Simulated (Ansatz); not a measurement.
**Effect of x(Bi) = 0.75, 4 atoms, C2/m on Rh**

Base system: Rh in the fcc (Cu type) structure (space group Fm-3m, No. 225; a = 3.800 Å).

The other end (x = 1) is Bi in the fcc (Cu type) structure (space group Fm-3m, No. 225; a hypothetical phase, not in the database extracts checked): 31.33 Å³/atom, gap zero; this end may not be an ambient phase.

Perturbation: Bi replaces 75.0 % of the Rh, ordered in a cell of 4 atoms (starting symmetry C2/m) and fully relaxed.

The values are results of r2SCAN, PAW, 500 eV (Ansatz, an electronic-structure program; scalar-relativistic without spin-orbit coupling), not measurements. Γ-centred 14×14×10 mesh, Fermi–Dirac width 0.05 eV, for the changed cell.

```tsv
quantity	base	changed	shift
volume per atom	13.72 Å³	26.92 Å³	+13.20 Å³
density	12.46 g/cm³	11.26 g/cm³	-1.20 g/cm³
band gap	zero	zero	–
mixing energy (to 0.01 eV only: unlike meshes or grids) (against an end that may be hypothetical)	–	-0.18 eV/atom	–
deviation of the volume from the linear (Vegard-type) interpolation	–	0.0 %	–
```

Each cell is one ordered arrangement of few atoms, which overstates ordering effects compared with a random alloy. Stability against distortions was not tested. All final runs are without spin polarisation. Bi3Rh has a high density of states at the Fermi level and may be magnetic at this level. Under x(Bi) = 0.75, 4 atoms, C2/m the cell changed shape so far that it is another structure.
